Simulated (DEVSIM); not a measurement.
System: Schottky contact on n-type CdTe, at 250 K.

Layer 1 from the left is CdTe, thickness (μm) 2.60, Nd (cm⁻³) 3.6e16, τn (s) 3.6e-10, τp (s) 3.6e-10.

Left contact: Schottky, work function 4.99 eV, emission velocity 7.1e6 cm/s. Right contact: ohmic. Voltage is applied to the left contact. Recombination: SRH at mid-gap, radiative. Mobility is constant in doping.

The device is made up for the run: typed textbook-type constants, with dimensions and the other settings drawn at random. Values at 300 K; Nc and Nv go as T^1.5, mobilities as T to minus their exponent, the gap by Varshni's rule with the affinity fixed.

CdTe: gap (eV) 1.5, affinity (eV) 4.28, permittivity 10.2, Nc (cm⁻³) 8e17, Nv (cm⁻³) 1.8e19, μn (cm²/Vs) 1000, μp (cm²/Vs) 80, T exponent of μn 1.7, T exponent of μp 1.5, B (cm³/s) 1e-10, Varshni α (eV/K) 0.00031, Varshni β (K) 108.

Simulated with DEVSIM: 1D drift-diffusion, Boltzmann statistics, complete ionisation; no tunnelling, impact ionisation, image-force lowering or self-heating. Metal contacts follow the ideal Schottky-Mott rule: no Fermi-level pinning, no interface dipoles.

Dark forward current:

```
|V| (V)  |J| (A/cm²)
-------  -----------
0.05        2.913e-8
0.10        3.249e-7
0.15        3.327e-6
0.20        3.379e-5
0.25       0.0003426
0.30        0.003469
0.35         0.03508
0.40          0.3536
0.45           3.534
0.50           33.61
0.55           240.9
0.60           884.6
0.65            1889
0.70            3075
```

Q: Work out the local ideality factor n = ΔV / (kT/q · ln(J2/J1)) between the rows 0.10 and 0.15 V, 0.65 and 0.70 V.

A: kT/q = 21.54 mV. From 0.10 to 0.15 V: ln(3.327e-6/3.249e-7) = 2.326, n = 1.00, near the 1 of diffusion or emission over a barrier. From 0.65 to 0.70 V: ln(3075/1889) = 0.487, n = 4.76; the layers' resistance at their doping, Σ W/(qμN) = 3.3e-5 Ω cm², would take 39 mV of this step of 50 mV.

Q: Estimate the current at 0.30 V for emission alone, J0 = q v N_band exp(−φB/kT), and read the barrier back from the simulated current.

A: φB = 0.710 eV, N_band = 6.09e17 cm⁻³, J0 = 3.35e-9 A/cm²; J = J0 (exp(qV/kT) − 1) = 0.00375 A/cm². The simulation gives 0.00347 A/cm²; the estimate lies 8.0 % above. Read backwards, the simulated current gives an apparent barrier of 0.712 eV. The estimate leaves out transport through the depletion region and minority injection.
